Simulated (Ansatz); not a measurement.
Formation energy of the bound charge states of Si_N in wurtzite GaN (start: the N site; 96-site cell, 2×2×2 shifted sampling) against the Fermi level, Ga-rich (Δμ(N) = -0.88 eV, Δμ(Si) = -1.30 eV, bounded by beta Si3N4; only phases computed here count, gases as isolated molecules at 0 K). Level of theory: PBE, PAW (plane waves to 420 eV; Ansatz, a first-principles code).

Set-up: 96-site cell; 2×2×2 shifted k-points; host gap 1.71 eV; charged states image-corrected; finite-size errors of tenths of an eV; flagged in the runs: a host whose relaxation on this sampling wasn't shown to rest, a strain field that reaches the edge of the cell.

```tsv
E_F − E_VBM (eV)	q = +1	q = 0	q = −1
0.00	5.20	5.77	6.89
0.21	5.41	5.77	6.68
0.43	5.63	5.77	6.46
0.64	5.84	5.77	6.25
0.86	6.05	5.77	6.03
1.07	6.27	5.77	5.82
1.28	6.48	5.77	5.61
1.50	6.70	5.77	5.39
1.71	6.91	5.77	5.18
```

Crossings of the lowest lines: (+1/0) at 0.57 eV; (0/−1) at 1.12 eV.
